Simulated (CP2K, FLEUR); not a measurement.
A FLEUR input for a self-consistent single point of Cu2O (P1, 6 atoms in the cell) (DFT, LDA (Perdew-Zunger), all-electron FLAPW (FLEUR), scalar-relativistic valence):

Input of the input generator:

```
Cu2O
&input film=f /
7.9881841336 0.0000000000 0.0000000000
0.0000000000 7.9881841336 0.0000000000
0.0000000000 0.0000000000 7.9881841336
1.0
1.0 1.0 1.0

6
29 0.2403760000 0.2616950000 0.7546350000
29 0.2468440000 0.7361180000 0.2401210000
29 0.7566640000 0.7537380000 0.7670560000
29 0.7548950000 0.2556450000 0.2403130000
8 0.4984440000 0.4954090000 0.4936750000
8 0.0027760000 -0.0026040000 0.0042010000

&comp jspins=1 /
&exco xctyp='pz' /
&kpt div1=5 div2=5 div3=5 /
&end /
```

```xml
<?xml version="1.0" encoding="UTF-8" standalone="no"?>
<fleurInput fleurInputVersion="0.39">
   <comment>
      Cu2O                                                                                                
   </comment>
   <calculationSetup>
      <cutoffs Kmax="4.8" Gmax="19.2" GmaxXC="19.2" numbands="0"/>
      <scfLoop itmax="60" minDistance="0.00001" maxIterBroyd="99" imix="Anderson" alpha="0.05" precondParam="0.0" spinf="2.0"/>
      <coreElectrons ctail="T" frcor="F" kcrel="0" coretail_lmax="0"/>
      <xcFunctional name="pz" relativisticCorrections="F"/>
      <magnetism jspins="1"/>
      <soc l_soc="F" theta="0.0" phi="0.0" spav="F"/>
      <expertModes spex="0" secvar="F"/>
      <geometryOptimization l_f="T" forcealpha="1.0" forcemix="BFGS" epsdisp="0.00001" epsforce="0.00001"/>
      <ldaU l_linMix="F" mixParam="0.05" spinf="1.0"/>
   </calculationSetup>
   <cell>
      <bzIntegration valenceElectrons="56.0" mode="hist" fermiSmearingEnergy="0.0001">
         <kPointListSelection listName="default-1"/>
         <!-- k-points included here -->
         <xi:include xmlns:xi="http://www.w3.org/2001/XInclude" href="kpts.xml"> </xi:include>
      </bzIntegration>
      <!-- symmetry operations included here -->
      <xi:include xmlns:xi="http://www.w3.org/2001/XInclude" href="sym.xml"> </xi:include>
      <bulkLattice scale="1.0">
         <bravaisMatrix>
            <row-1>    7.9881841335999999     0.0000000000000000     0.0000000000000000</row-1>
            <row-2>    0.0000000000000000     7.9881841335999999     0.0000000000000000</row-2>
            <row-3>    0.0000000000000000     0.0000000000000000     7.9881841335999999</row-3>
         </bravaisMatrix>
      </bulkLattice>
   </cell>
   <atomSpecies>
      <species name="Copper (Cu)" element="Cu" atomicNumber="29">
         <mtSphere radius="2.02" gridPoints="711" logIncrement="0.017"/>
         <atomicCutoffs lmax="8" lnonsphr="6"/>
         <electronConfig flipSpins="F">
            <coreConfig>(1s1/2) (2s1/2) (2p1/2) (2p3/2) (3s1/2) (3p1/2) (3p3/2)</coreConfig>
            <valenceConfig>(4s1/2) (3d3/2) (3d5/2)</valenceConfig>
            <stateOccupation state="(4s1/2)" spinUp="0.5" spinDown="0.5"/>
         </electronConfig>
         <energyParameters s="4" p="4" d="3" f="4"/>
         <lo type="HELO" l="2" n="4" eDeriv="0"/>
      </species>
      <species name="Oxygen (O)" element="O" atomicNumber="8">
         <mtSphere radius="1.14" gridPoints="405" logIncrement="0.026"/>
         <atomicCutoffs lmax="6" lnonsphr="4"/>
         <electronConfig flipSpins="F">
            <coreConfig>(1s1/2)</coreConfig>
            <valenceConfig>(2s1/2) (2p1/2) (2p3/2)</valenceConfig>
            <stateOccupation state="(2p1/2)" spinUp="0.6666666666667" spinDown="0.6666666666667"/>
            <stateOccupation state="(2p3/2)" spinUp="1.3333333333333" spinDown="1.3333333333333"/>
         </electronConfig>
         <energyParameters s="2" p="2" d="3" f="4"/>
      </species>
   </atomSpecies>
   <atomGroups>
      <atomGroup species="Copper (Cu)">
         <relPos label="                   1">.2403760000 .2616950000 -.2453650000</relPos>
         <force calculate="T" relaxXYZ="TTT"/>
      </atomGroup>
      <atomGroup species="Copper (Cu)">
         <relPos label="                   2">.2468440000 -.2638820000 .2401210000</relPos>
         <force calculate="T" relaxXYZ="TTT"/>
      </atomGroup>
      <atomGroup species="Copper (Cu)">
         <relPos label="                   3">-.2433360000 -.2462620000 -.2329440000</relPos>
         <force calculate="T" relaxXYZ="TTT"/>
      </atomGroup>
      <atomGroup species="Copper (Cu)">
         <relPos label="                   4">-.2451050000 .2556450000 .2403130000</relPos>
         <force calculate="T" relaxXYZ="TTT"/>
      </atomGroup>
      <atomGroup species="Oxygen (O)">
         <relPos label="                   5">.4984440000 .4954090000 .4936750000</relPos>
         <force calculate="T" relaxXYZ="TTT"/>
      </atomGroup>
      <atomGroup species="Oxygen (O)">
         <relPos label="                   6">.0027760000 -.0026040000 .0042010000</relPos>
         <force calculate="T" relaxXYZ="TTT"/>
      </atomGroup>
   </atomGroups>
   <output dos="F" band="F" slice="F">
      <checks vchk="F" cdinf="F"/>
      <bandDOS minEnergy="-.5*Htr" maxEnergy="0.5*Htr" sigma="0.015" storeEVData="T"/>
      <vacuumDOS vacdos="F" integ="F" star="F" nstars="0" locx1="0.0" locy1="0.0" locx2="0.0" locy2="0.0" nstm="0" tworkf="0.0"/>
      <unfoldingBand unfoldBand="F" supercellX="1" supercellY="1" supercellZ="1"/>
      <plotting iplot="0" polar="F">
         <plot TwoD="T" vec1="  1.0  0.0  0.0" vec2="  0.0  1.0  0.0" vec3="  0.0  0.0  1.0" zero="  0.0  0.0  0.0" file="plot"/>
      </plotting>
      <chargeDensitySlicing numkpt="0" minEigenval="0.0" maxEigenval="0.0" nnne="0" pallst="F"/>
      <specialOutput eonly="F"/>
      <magneticCircularDichroism mcd="F" energyLo="-10.0" energyUp="0.0"/>
   </output>
  <!-- We include the file relax.xml here to enable relaxations (see documentation) -->
  <xi:include xmlns:xi="http://www.w3.org/2001/XInclude" href="relax.xml"> <xi:fallback/> </xi:include>
</fleurInput>
```

Q: Give the CP2K input for the same structure, mesh, smearing and functional.

A: One input that does it (others would too):

```
&GLOBAL
  PROJECT bulk
  RUN_TYPE ENERGY_FORCE
  PRINT_LEVEL LOW
&END GLOBAL
&FORCE_EVAL
  METHOD Quickstep
  STRESS_TENSOR ANALYTICAL
  &DFT
    BASIS_SET_FILE_NAME BASIS_MOLOPT
    POTENTIAL_FILE_NAME GTH_POTENTIALS
    &QS
      METHOD GPW
      EPS_DEFAULT 1E-10
    &END QS
    &MGRID
      CUTOFF 600
      REL_CUTOFF 40
      NGRIDS 5
    &END MGRID
    &SCF
      SCF_GUESS ATOMIC
      EPS_SCF 1E-6
      MAX_SCF 100
      ADDED_MOS 10
      &DIAGONALIZATION
        ALGORITHM STANDARD
      &END DIAGONALIZATION
      &MIXING
        METHOD BROYDEN_MIXING
        ALPHA 0.2
        NBUFFER 8
      &END MIXING
    &END SCF
    &KPOINTS
      SCHEME MONKHORST-PACK 5 5 5
    &END KPOINTS
    &XC
      &XC_FUNCTIONAL PADE
      &END XC_FUNCTIONAL
    &END XC
    &PRINT
      &MO
        EIGENVALUES T
        OCCUPATION_NUMBERS T
        NDIGITS 8
        FILENAME mo
        &EACH
          QS_SCF 0
        &END EACH
        ADD_LAST NUMERIC
      &END MO
      &MULLIKEN OFF
      &END MULLIKEN
    &END PRINT
  &END DFT
  &SUBSYS
    &CELL
      A 4.22716500 0.00000000 0.00000000
      B 0.00000000 4.22716500 0.00000000
      C 0.00000000 0.00000000 4.22716500
      PERIODIC XYZ
    &END CELL
    &COORD
      SCALED
      Cu       0.24037600     0.26169500     0.75463500
      Cu       0.24684400     0.73611800     0.24012100
      Cu       0.75666400     0.75373800     0.76705600
      Cu       0.75489500     0.25564500     0.24031300
      O        0.49844400     0.49540900     0.49367500
      O        0.00277600    -0.00260400     0.00420100
    &END COORD
    &KIND Cu
      BASIS_SET DZVP-MOLOPT-SR-GTH
      POTENTIAL GTH-PADE-q11
    &END KIND
    &KIND O
      BASIS_SET DZVP-MOLOPT-SR-GTH
      POTENTIAL GTH-PADE-q6
    &END KIND
  &END SUBSYS
  &PRINT
    &FORCES ON
    &END FORCES
    &STRESS_TENSOR ON
    &END STRESS_TENSOR
  &END PRINT
&END FORCE_EVAL
```

Basis settings and potentials, where a program has them, do not carry over. This input uses DFT LDA (Pade form), GPW, DZVP-MOLOPT-SR-GTH basis, GTH-PADE potentials (GTH_POTENTIALS). LDA parametrisations can differ slightly between programs.

The starting cell comes from a database of computed structures (which also holds hypothetical and non-ambient phases and stackings), without a prior relaxation at this level. Its lattice was rescaled by a random factor within 2.5 % of one. For this run, on top of that: atoms moved at random.
